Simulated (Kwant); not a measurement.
Device: GaAs/Al0.3Ga0.7As stack with 1 barrier. One parabolic valley. Leads of mass 0.067 mₑ with the band edge at 0; grid 0.1 nm; bias swept from 0.0096 to 0.44756 V, dropping linearly over the stack. Emitter Fermi level 0.021 eV, 4 K, equal in the collector.

```
layer  thickness (nm)  band offset (eV)  mass (mₑ)
-----  --------------  ----------------  ---------
1                 5.6              0.24      0.092
```

The device is made up for the run: typed textbook-type constants, with dimensions and the other settings drawn at random.

Kwant, one-band effective-mass tight-binding model in one dimension, coherent, no space charge, current by the Tsu-Esaki formula.

| bias (V) | A | B | C | D |
|---|---|---|---|---|
| 0.009600 | 43.5 | 8.88 | 116 | 22.8 |
| 0.02582 | 80.1 | 14.3 | 255 | 38.4 |
| 0.05826 | 134 | 24.7 | 420 | 65.3 |
| 0.07448 | 164 | 30.4 | 513 | 80.3 |
| 0.1069 | 237 | 44.1 | 734 | 116 |
| 0.1231 | 280 | 52.3 | 869 | 137 |
| 0.1556 | 388 | 72.5 | 1200 | 190 |
| 0.1880 | 533 | 99.5 | 1650 | 261 |
| 0.2042 | 624 | 116 | 1930 | 306 |
| 0.2367 | 855 | 159 | 2650 | 419 |
| 0.2529 | 1000 | 186 | 3110 | 490 |
| 0.2853 | 1380 | 257 | 4300 | 676 |
| 0.3178 | 1920 | 356 | 5990 | 937 |
| 0.3340 | 2270 | 420 | 7090 | 1110 |
| 0.3665 | 3190 | 590 | 10000 | 1560 |
| 0.3827 | 3800 | 701 | 11900 | 1850 |
| 0.4151 | 5420 | 999 | 17000 | 2640 |
| 0.4476 | 7770 | 1430 | 24400 | 3790 |

**Question.** Column A is the base. The others each differ by one change: Fermi level in the emitter 0.021 → 0.011 eV; Fermi level in the emitter 0.021 → 0.016 eV; Fermi level in the emitter 0.021 → 0.032 eV. Which is which?

**Answer.** B: Fermi level in the emitter 0.021 → 0.011 eV; C: Fermi level in the emitter 0.021 → 0.032 eV; D: Fermi level in the emitter 0.021 → 0.016 eV.
